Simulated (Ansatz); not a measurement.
```
CELL_PARAMETERS angstrom
     20.00000     0.00000     0.00000
      0.00000    20.00000     0.00000
      0.00000     0.00000     5.84035
ATOMIC_POSITIONS crystal
  B  0.70965 0.50000 0.66702
  As 0.70902 0.58658 0.83298
  As 0.72624 0.50000 0.33298
  B  0.64824 0.64824 0.66702
  As 0.58658 0.70902 0.83298
  B  0.69369 0.58023 0.16702
  As 0.65998 0.65998 0.33298
  B  0.50000 0.70965 0.66702
  As 0.41342 0.70902 0.83298
  B  0.58023 0.69369 0.16702
  As 0.50000 0.72624 0.33298
  B  0.35176 0.64824 0.66702
  As 0.29098 0.58658 0.83298
  B  0.41977 0.69369 0.16702
  As 0.34002 0.65998 0.33298
  B  0.29035 0.50000 0.66702
  As 0.29098 0.41342 0.83298
  B  0.30631 0.58023 0.16702
  As 0.27376 0.50000 0.33298
  B  0.35176 0.35176 0.66702
  As 0.41342 0.29098 0.83298
  B  0.30631 0.41977 0.16702
  As 0.34002 0.34002 0.33298
  B  0.50000 0.29035 0.66702
  As 0.58658 0.29098 0.83298
  B  0.41977 0.30631 0.16702
  As 0.50000 0.27376 0.33298
  B  0.64824 0.35176 0.66702
  As 0.70902 0.41342 0.83298
  B  0.58023 0.30631 0.16702
  As 0.65998 0.34002 0.33298
  B  0.69369 0.41977 0.16702
```

Method: PBE (plane waves to 420 eV, PAW; Ansatz, a quantum-chemistry and plane-wave program). Mesh 1×1×6. No spin polarisation. One-dimensional cell, images about 11 Å apart. A hypothetical model, rolled from the flat sheet. Symmetry and one short period hold its shape; lower forms weren't sought. Values not marked SOC lack spin–orbit coupling.

### Question
Tabulate the two highest filled and two lowest empty levels along the axis, from the valence top.

### Answer
| k (2π/c) | v2 (eV) | v1 (eV) | c1 (eV) | c2 (eV) |
|---|---|---|---|---|
| 0.000 | 0.00 | 0.00 | 0.67 | 1.07 |
| 0.042 | -0.01 | -0.01 | 0.69 | 1.10 |
| 0.083 | -0.06 | -0.06 | 0.76 | 1.18 |
| 0.125 | -0.12 | -0.12 | 0.85 | 1.30 |
| 0.167 | -0.21 | -0.21 | 0.96 | 1.44 |
| 0.208 | -0.31 | -0.31 | 1.09 | 1.60 |
| 0.250 | -0.42 | -0.42 | 1.22 | 1.76 |
| 0.292 | -0.54 | -0.54 | 1.36 | 1.90 |
| 0.333 | -0.66 | -0.66 | 1.50 | 2.00 |
| 0.375 | -0.66 | -0.66 | 1.64 | 1.96 |
| 0.417 | -0.65 | -0.65 | 1.78 | 1.92 |
| 0.458 | -0.65 | -0.65 | 1.90 | 1.90 |
| 0.500 | -0.64 | -0.64 | 1.89 | 1.89 |
